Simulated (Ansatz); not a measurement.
Start from BN (space group P6_3/mmc, No. 194; a = 2.506 Å, c = 6.615 Å; layered, stacked along the Cartesian z axis).

Method: PBE-D3(BJ)/PAW in Ansatz (a quantum-chemistry and plane-wave program), no SOC.

Before the change:

The smallest direct gap is 4.64 eV, the pressure is 0.00 GPa and the band gap is 4.24 eV.

Modification: an isotropic linear strain of −3.00 %; the atoms relax in the strained cell.

Task: What happens to the smallest direct gap, pressure and band gap?

Result: The smallest direct gap rises by 0.18 eV to 4.82 eV; the pressure (mean of the normal stresses, compression positive) goes from zero to 26.19 GPa; the band gap rises by 0.09 eV to 4.33 eV.

Gaps are read on the SCF mesh and a high-symmetry path. Whether these cells are dynamically stable was not tested.
